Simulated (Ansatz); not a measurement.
Band gap of LaTiO₂N (Pmma, No. 51, 10 atoms in the cell; start mp-1178120) at several levels of theory

No measured value is used here.

```tsv
level (code)	value (eV)
LDA (Ansatz)	[?]
PBEsol+SOC (Ansatz)	0.73 (direct)
r²SCAN+SOC (Ansatz)	1.09 (direct)
```

Q: Some entries are withheld; supply them.

A: 
- LDA (Ansatz, a program for electronic structure), value (eV): 0.70

Computed values are for a static lattice. Spin–orbit coupling is included only where a level's name says +SOC; with heavier elements it mostly lowers gaps and can invert bands.  PBEsol+SOC, r²SCAN+SOC: the gap is read on the k mesh or supercell of the run alone and can be too large. Values are at the PBEsol cell. Cutoffs and k meshes differ between the levels. Ansatz's density-functional and Hartree–Fock values are scalar-relativistic unless marked +SOC, with PAW data made under PBE.

A start named mp-… is a Materials Project structure, which need not be a measured phase.
